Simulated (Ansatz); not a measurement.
The reference is GeS in the GeS type structure (space group Pnma, No. 62; layered, stacked along the Cartesian x axis).

```cif
data_Ge4S4
_chemical_formula_sum 'Ge4 S4'
_space_group_name_H-M_alt 'P 1'
_space_group_IT_number 1
_cell_length_a 10.66162
_cell_length_b 3.68167
_cell_length_c 4.35534
_cell_angle_alpha 90.000
_cell_angle_beta 90.000
_cell_angle_gamma 90.000
loop_
_space_group_symop_operation_xyz
  'x, y, z'
loop_
_atom_site_label
_atom_site_type_symbol
_atom_site_fract_x
_atom_site_fract_y
_atom_site_fract_z
_atom_site_occupancy
Ge1 Ge 0.62450 0.75000 0.63499 1
Ge2 Ge 0.87550 0.25000 0.13499 1
Ge3 Ge 0.37550 0.25000 0.36501 1
Ge4 Ge 0.12450 0.75000 0.86501 1
S1 S 0.34932 0.75000 0.99493 1
S2 S 0.15068 0.25000 0.49493 1
S3 S 0.65068 0.25000 0.00507 1
S4 S 0.84932 0.75000 0.50507 1
```

Method: plane-wave PAW DFT at the PBE-D3(BJ) level (Ansatz, a first-principles code, 420 eV), without spin-orbit coupling, earlier PAW set.

Perturbation: an isotropic linear strain of −2.39 %, atoms relaxed at fixed cell.

**Question.** How does this affect the largest internal atomic displacement?

**Answer.** The largest internal atomic displacement comes out as 0.046 Å.

**Question.** How does this affect the energy relative to the base?

**Answer.** The energy goes up by 16 meV/atom.

Stability against distortions was not tested. The program warned that a D3 coordination switch lies within reach, so dispersion energies are less smooth here.
